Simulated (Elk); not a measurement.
# A self-consistent single point of GaAs (F-43m, 2 atoms in the cell) with Elk

Method: PBE, all-electron FP-LAPW, Elk's shipped species files, APW+lo basis with extra local orbitals run with Elk.

Input:

```
tasks
  0

xctype
  20

rgkmax
  8.0

gmaxvr
  14.0

nxlo
  2

lorbcnd
  .true.

lmaxi
  3

stype
  0

swidth
  0.00183747

maxscl
  100

avec
    0.0000000000    5.4380232949    5.4380232949
    5.4380232949    0.0000000000    5.4380232949
    5.4380232949    5.4380232949    0.0000000000

sppath
  'species/'

atoms
  2
  'Ga.in'
  1
  0.0000000000  0.0000000000  0.0000000000    0.0 0.0 0.0
  'As.in'
  1
  0.2500000000  0.2500000000  0.2500000000    0.0 0.0 0.0

ngridk
  5 5 5
```

Output (repeated stretches shortened):

```
│ Elk code version 10.2.4 │

All units are atomic (Hartree, Bohr, etc.)

│ Ground-state run starting from atomic densities │

Lattice vectors :
   0.000000000       5.438023295       5.438023295
   5.438023295       0.000000000       5.438023295
   5.438023295       5.438023295       0.000000000

Unit cell volume      :    321.6275086
Brillouin zone volume :   0.7712344461

Muffin-tin inner radius fraction :   0.1000000000E-01

Nuclei treated as point charges

Species :    1 (Ga)
 parameters loaded from : Ga.in
 name : gallium
 nuclear charge    :   -31.00000000
 electronic charge :    31.00000000
 atomic mass :    127097.2538
 muffin-tin radius :    2.329733160
 number of radial points in muffin-tin :    497
 atomic positions (lattice), magnetic fields (Cartesian) :
   1 :   0.00000000  0.00000000  0.00000000    0.00000000  0.00000000  0.00000000

Species :    2 (As)
 parameters loaded from : As.in
 name : arsenic
 nuclear charge    :   -33.00000000
 electronic charge :    33.00000000
 atomic mass :    136573.7219
 muffin-tin radius :    2.329733160
 number of radial points in muffin-tin :    497
 atomic positions (lattice), magnetic fields (Cartesian) :
   1 :   0.25000000  0.25000000  0.25000000    0.00000000  0.00000000  0.00000000

Total number of atoms per unit cell :    2

Spin treatment :
 spin-unpolarised

Number of Bravais lattice symmetries :   48
Number of crystal symmetries         :   24
Crystal has no inversion symmetry
Complex Hermitian eigensolver will be used

k-point grid :      5     5     5
k-point offset :    0.000000000       0.000000000       0.000000000
k-point set is reduced with full crystal symmetry group
Total number of k-points :       14

Muffin-tin radius times maximum |G+k| :    8.000000000
 using average radius
Maximum |G+k| for APW functions       :    3.433869654
Maximum (1/2)|G+k|²                   :    5.895730401
Maximum |G| for potential and density :    14.00000000
 potential will be trimmed for |G| > 2 gkmax
Constant for pseudocharge density :    8
Radial integration step length :    4

G-vector grid sizes :     35    35    35
Number of G-vectors :    15009

Maximum angular momentum used for
 APW functions                      :    8
 outer part of muffin-tin           :    6
 inner part of muffin-tin           :    3

Total nuclear charge    :   -64.00000000
Total core charge       :    36.00000000
Total valence charge    :    28.00000000
Total excess charge     :    0.000000000
Total electronic charge :    64.00000000

Effective Wigner radius, rₛ :    1.062579748

Number of empty states         :    8
Total number of valence states :   22
Total number of core states    :   36

Conduction state local-orbitals added automatically
Total number of local-orbitals :  159

Exchange-correlation functional :     20     0     0
 Perdew-Burke-Ernzerhof, Phys. Rev. Lett. 77, 3865 (1996)
 gradient requirement :    1
 generalised gradient approximation (GGA)

Smearing type :    0
 Gaussian
Smearing width :   0.1837470000E-02
Effective electronic temperature (K) :    580.2271348

Mixing type :    3
 Broyden mixing, J. Phys. A: Math. Gen. 17, L317 (1984)

Kohn-Sham potential initialised from atomic data

│ Self-consistent loop started │
│ Loop number : 1 │
 total energy                :     -4210.46761235
│ Loop number : 2 │
 total energy                :     -4210.44537922
RMS change in Kohn-Sham potential (target) :   0.1542202821     (  0.1000000000E-05)
Absolute change in total energy (target)   :   0.2223313234E-01 (  0.1000000000E-03)
│ Loop number : 3 │
 total energy                :     -4210.23981956
RMS change in Kohn-Sham potential (target) :   0.1487481409     (  0.1000000000E-05)
Absolute change in total energy (target)   :   0.2111179430     (  0.1000000000E-03)
│ Loop number : 4 │
 total energy                :     -4207.57724144
RMS change in Kohn-Sham potential (target) :   0.6632056915E-01 (  0.1000000000E-05)
Absolute change in total energy (target)   :    2.715357610     (  0.1000000000E-03)
│ Loop number : 5 │
 total energy                :     -4206.08890361
RMS change in Kohn-Sham potential (target) :   0.2064751110E-01 (  0.1000000000E-05)
Absolute change in total energy (target)   :    2.167177225     (  0.1000000000E-03)
│ Loop number : 6 │
 total energy                :     -4205.58143250
RMS change in Kohn-Sham potential (target) :   0.5018841030E-02 (  0.1000000000E-05)
Absolute change in total energy (target)   :    1.049265417     (  0.1000000000E-03)
│ Loop number : 7 │
 total energy                :     -4205.41513099
RMS change in Kohn-Sham potential (target) :   0.2503305170E-03 (  0.1000000000E-05)
Absolute change in total energy (target)   :   0.4286178713     (  0.1000000000E-03)
│ Loop number : 8 │
 total energy                :     -4205.40742956
RMS change in Kohn-Sham potential (target) :   0.1232227127E-03 (  0.1000000000E-05)
Absolute change in total energy (target)   :   0.1148558974     (  0.1000000000E-03)
│ Loop number : 9 │
 total energy                :     -4205.40045781
RMS change in Kohn-Sham potential (target) :   0.3844275328E-04 (  0.1000000000E-05)
Absolute change in total energy (target)   :   0.3568572233E-01 (  0.1000000000E-03)
│ Loop number : 10 │
 total energy                :     -4205.39822525
RMS change in Kohn-Sham potential (target) :   0.1266124634E-04 (  0.1000000000E-05)
Absolute change in total energy (target)   :   0.1115399308E-01 (  0.1000000000E-03)
│ Loop number : 11 │
 total energy                :     -4205.39777491
RMS change in Kohn-Sham potential (target) :   0.6339084160E-05 (  0.1000000000E-05)
Absolute change in total energy (target)   :   0.3238835086E-02 (  0.1000000000E-03)
│ Loop number : 12 │
 total energy                :     -4205.39763220
RMS change in Kohn-Sham potential (target) :   0.1027912818E-05 (  0.1000000000E-05)
Absolute change in total energy (target)   :   0.9524177003E-03 (  0.1000000000E-03)
│ Loop number : 13 │
 total energy                :     -4205.39760141
RMS change in Kohn-Sham potential (target) :   0.2437272007E-06 (  0.1000000000E-05)
Absolute change in total energy (target)   :   0.2688953909E-03 (  0.1000000000E-03)
│ Loop number : 14 │
 total energy                :     -4205.39760227
RMS change in Kohn-Sham potential (target) :   0.1238540367E-06 (  0.1000000000E-05)
Absolute change in total energy (target)   :   0.6635955833E-04 (  0.1000000000E-03)
Convergence targets achieved

│ Loop number : 15 │

Energies :
 Fermi                       :     0.161741970142
 sum of eigenvalues          :     -2423.60940218
 electron kinetic            :      4294.31856568
 core electron kinetic       :      3978.17852373
 Coulomb                     :     -8340.00799106
 Coulomb potential           :     -6510.33095485
 nuclear-nuclear             :     -428.559567433
 electron-nuclear            :     -9312.56589241
 Hartree                     :      1401.11746878
 Madelung                    :     -5084.84251364
 xc potential                :     -207.597013008
 exchange                    :     -156.628543847
 correlation                 :     -3.07962660480
 total energy                :     -4205.39759584

Density of states at Fermi energy :    5.350581731
 (states/Hartree/unit cell)

Estimated indirect band gap :   0.3897373872E-02
 from k-point      1 to k-point      1
Estimated direct band gap   :   0.3897373872E-02
 at k-point      1

Charges :
 core                        :    36.00000000
 valence                     :    28.00000000
 interstitial                :    3.118563809
 muffin-tins (core leakage)
  species :    1 (Ga)
   atom    1                 :    29.53080022     (  0.1098208396E-02)
  species :    2 (As)
   atom    1                 :    31.35063597     (  0.2193802876E-03)
 total in muffin-tins        :    60.88143619
 total calculated charge     :    63.98462092
 total charge                :    64.00000000
 error                       :   0.1537908045E-01

│ Self-consistent loop stopped │
```

The run converged in 15 iterations. The count includes the last loop, which Elk runs after its targets are met.

The starting cell comes from a database of computed structures (which also holds hypothetical and non-ambient phases and stackings), without a prior relaxation at this level. Its lattice was rescaled by a random factor within 2.5 % of one. Values depend on the basis (sphere radii, cutoffs, local orbitals), which need not be converged. The run gives no clean gap (levels at the Fermi energy touch, overlap or are partly filled at this smearing), which alone does not show that the compound is a metal. The log's line on a gap gives a spacing of levels on this mesh, which the program prints for metals too.
